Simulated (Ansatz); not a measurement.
## Fluorite PbF₂ (high-temperature phase)

Method: r²SCAN in Ansatz (PAW).

Run with plane-wave cutoff 600 eV, 8×8×8 k mesh, scalar-relativistic PAW data made under PBE.

Cell (measured lattice):

PbF₂ has the cubic space group Fm-3m (No. 225), the fluorite structure, Pearson symbol cF12. Conventional cell: a = b = c = 5.931 Å, α = β = γ = 90.00°. Pb on 4a is surrounded by 8 F at 2.568 Å (cubic). F on 8c is coordinated by 4 Pb at 2.568 Å (tetrahedral). (Neighbours: up to the widest gap in distance over summed covalent radii, below 1.35, at either atom; cation-cation and far metal-metal contacts left out.)
(The calculation used a cell of 3 atoms; values per cell refer to that cell.)

For fluorite PbF₂ (high-temperature phase), the elastic constant C11 is 111 GPa. The elastic constant C12 is 57.2 GPa and the elastic constant C44 is 23.0 GPa. The voigt–Reuss–Hill bulk modulus is 75.3 GPa and the voigt–Reuss–Hill shear modulus (Hill average) is 24.5 GPa. The Young modulus is 66.4 GPa and the Poisson ratio is 0.353.

Measured, for comparison: elastic constant C11 96.1 ± 0.09 GPa, elastic constant C44 20.8 ± 0.01 GPa (room temperature, no zero-point or thermal correction; as tabulated in Jamieson, Manghnani, Matsui, Ming, J. Geophys. Res. 91, 4643 (1986)). Computed (rounded) less measured: elastic constant C11 +16 %, elastic constant C44 +11 %.

Note: the cell isn't this level's own, so it is under some stress, which shifts stiffness and frequencies.

Elastic constants are with the ions relaxed.

Spin–orbit coupling is not included; it can shift volumes and moduli of such heavy elements.

The computed numbers hold no vibrational or temperature effects.

The result took around 100 core-seconds (rough).

Ansatz is a first-principles code.
